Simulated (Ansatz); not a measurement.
Input:

```
CELL_PARAMETERS angstrom
      0.02684     3.12135     3.12135
      3.12135     0.02684     3.12135
      3.14819     3.14819     0.00000
ATOMIC_POSITIONS crystal
  K  0.00000 0.00000 0.00000
  Cl 0.50000 0.50000 0.50000
```

No spin polarisation.

Level of theory: Kohn–Sham DFT with the PBEsol functional, run in Ansatz (a quantum-chemistry and plane-wave program) with PAW and 420 eV plane waves, spin-orbit coupling left out. Γ-centred 9×9×9 mesh, Fermi–Dirac width 0.05 eV.

### Question
Predict the space group.

### Answer
Immm (No. 71).

### Question
What band gap does the calculation give?

### Answer
5.09 eV.

### Question
What gap character does the calculation give?

### Answer
Direct at Γ.

The cells carry an imposed strain or load. Stability against distortions was not tested. The cell was made from KCl in the rock salt structure (space group Fm-3m, No. 225) by this change: tensor shear ε_xy = +0.86 %.
